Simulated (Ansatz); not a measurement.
An Ansatz (an electronic-structure program) input (DFT with r2SCAN, PAW potentials and a 500 eV plane-wave cutoff in Ansatz, spin-orbit coupling left out):

Ansatz 0.2 input:
```yaml
crystal:
  lattice:
    - [0, 2.495455384, 2.495455384]
    - [2.495455384, 0, 2.495455384]
    - [2.495455384, 2.495455384, 0]
  atoms:
    - { symbol: Pb, position: [0, 0, 0] }
basis: { ecutwfc: 500, ecutrho_ratio: 4, xc_grid: 4, fft_grid_basis: typed }
kpoints: { mp_grid: { grid: [16, 16, 16] } }
hamiltonian:
  xc: r2scan
  dispersion: none
  pseudopotentials: { kind: paw }
scf: { occupations: { method: fermi_dirac, width: 0.05 }, convergence: { dr2_threshold: 0.0000000001 } }
output: { forces: true, stress: true }
```

Problem. Which symmetry and how many k-points will the program report, and about how many plane waves at Γ?

Solution. Space group Fm-3m (ITA 225) with 48 operations, k-points 145 of 4096, and 749 plane waves at Γ.

Whether these cells are dynamically stable was not tested. The cell is Pb in the fcc (Cu type) structure (space group Fm-3m, No. 225).
